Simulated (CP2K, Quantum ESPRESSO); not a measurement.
A CP2K input for a self-consistent single point of Hf₃Pt (P6_3/mmc, 8 atoms in the cell) (DFT LDA (Pade form), GPW, DZVP-MOLOPT-SR-GTH basis, GTH-PADE potentials (GTH_POTENTIALS)):

```
&GLOBAL
  PROJECT hf3pt
  RUN_TYPE ENERGY_FORCE
  PRINT_LEVEL MEDIUM
&END GLOBAL
&FORCE_EVAL
  METHOD Quickstep
  STRESS_TENSOR ANALYTICAL
  &DFT
    BASIS_SET_FILE_NAME BASIS_MOLOPT
    POTENTIAL_FILE_NAME GTH_POTENTIALS
    &QS
      METHOD GPW
      EPS_DEFAULT 1E-10
    &END QS
    &MGRID
      CUTOFF 500
      REL_CUTOFF 50
      NGRIDS 5
    &END MGRID
    &SCF
      SCF_GUESS ATOMIC
      EPS_SCF 1E-7
      MAX_SCF 100
      ADDED_MOS 18
      &DIAGONALIZATION
        ALGORITHM STANDARD
      &END DIAGONALIZATION
      &MIXING
        METHOD BROYDEN_MIXING
        ALPHA 0.3
        NBUFFER 12
      &END MIXING
      &SMEAR ON
        METHOD GAUSSIAN
        SIGMA [eV] 0.1
      &END SMEAR
    &END SCF
    &KPOINTS
      SCHEME MONKHORST-PACK 4 4 4
      GAMMA_CENTERED T
    &END KPOINTS
    &XC
      &XC_FUNCTIONAL PADE
      &END XC_FUNCTIONAL
    &END XC
    &PRINT
      &MO
        EIGENVALUES T
        OCCUPATION_NUMBERS T
        NDIGITS 8
        FILENAME mo
        &EACH
          QS_SCF 0
        &END EACH
        ADD_LAST NUMERIC
      &END MO
      &MULLIKEN ON
      &END MULLIKEN
    &END PRINT
  &END DFT
  &SUBSYS
    &CELL
      A 5.98855000 0.00000000 0.00000000
      B -2.99427500 5.18623600 0.00000000
      C 0.00000000 0.00000000 5.13953000
      PERIODIC XYZ
    &END CELL
    &COORD
      SCALED
      Hf       0.34345000     0.17172500     0.75000000
      Hf       0.65655000     0.82827500     0.25000000
      Hf       0.17172500     0.34345000     0.25000000
      Hf       0.82827500     0.65655000     0.75000000
      Hf       0.82827500     0.17172500     0.75000000
      Hf       0.17172500     0.82827500     0.25000000
      Pt       0.66666700     0.33333300     0.25000000
      Pt       0.33333300     0.66666700     0.75000000
    &END COORD
    &KIND Hf
      BASIS_SET DZVP-MOLOPT-SR-GTH-q12
      POTENTIAL GTH-PADE-q12
    &END KIND
    &KIND Pt
      BASIS_SET DZVP-MOLOPT-SR-GTH-q18
      POTENTIAL GTH-PADE-q18
    &END KIND
  &END SUBSYS
  &PRINT
    &FORCES ON
    &END FORCES
    &STRESS_TENSOR ON
    &END STRESS_TENSOR
  &END PRINT
&END FORCE_EVAL
```

### Question
Give the Quantum ESPRESSO input for the same structure, mesh, smearing and functional.

### Answer
This is the input that was run; spellings and numerical settings could be chosen otherwise.

```fortran
&control
 calculation = 'scf'
 outdir = './tmp'
 pseudo_dir = './'
 tprnfor = .true.
 tstress = .true.
/
&system
 ibrav = 0
 celldm(1) = 11.316718912
 nat = 8
 ntyp = 2
 ecutwfc = 40
 ecutrho = 320
 occupations = 'smearing'
 smearing = 'gaussian'
 degauss = 0.0073499
/
&electrons
 conv_thr = 1e-10
/
ATOMIC_SPECIES
Hf   178.4900  hf_lda_v1.uspp.F.UPF
Pt   195.0840  pt_lda_v1.4.uspp.F.UPF
ATOMIC_POSITIONS crystal
Hf    0.343450000    0.171725000    0.750000000
Hf    0.656550000    0.828275000    0.250000000
Hf    0.171725000    0.343450000    0.250000000
Hf    0.828275000    0.656550000    0.750000000
Hf    0.828275000    0.171725000    0.750000000
Hf    0.171725000    0.828275000    0.250000000
Pt    0.666666667    0.333333333    0.250000000
Pt    0.333333333    0.666666667    0.750000000
K_POINTS automatic
4 4 4  0 0 0
CELL_PARAMETERS alat
   1.000000000     0.000000000     0.000000000
  -0.500000000     0.866025404     0.000000000
   0.000000000     0.000000000     0.858226151
```

Basis, cutoffs, solver keys and any potentials are the target program's own. This input uses DFT, LDA (PZ), plane waves, GBRV 1.5 ultrasoft (LDA) pseudopotentials. LDA parametrisations can differ slightly between programs.

The starting cell comes from a database of computed structures (which also holds hypothetical and non-ambient phases and stackings), without a prior relaxation at this level.
